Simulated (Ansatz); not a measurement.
Base system: AlRu in the CsCl type structure (space group Pm-3m, No. 221; a = 2.955 Å; relaxed with 0.1 eV smearing). Axes: x, y, z lie along the cube axes.

Computed with plane-wave PAW DFT at the LDA level (Ansatz, an electronic-structure program, 420 eV), scalar-relativistic without spin-orbit coupling.

Base values:

| Property | Result |
|---|---|
| Shortest interatomic distance | 2.559 Å |

Perturbation: compressive biaxial strain of 1.50 % in the plane normal to [001], as in epitaxy on a mismatched substrate; the out-of-plane cell vector and the atoms relax.

Question: What happens to the energy relative to the base, out-of-plane strain and shortest interatomic distance?

Answer: The energy grows by 6.8 meV/atom; the out-of-plane strain amounts to +1.49 %; the shortest interatomic distance shrinks by 0.013 Å to 2.546 Å.

No phonon test of stability was made. The final runs are not spin-polarised.
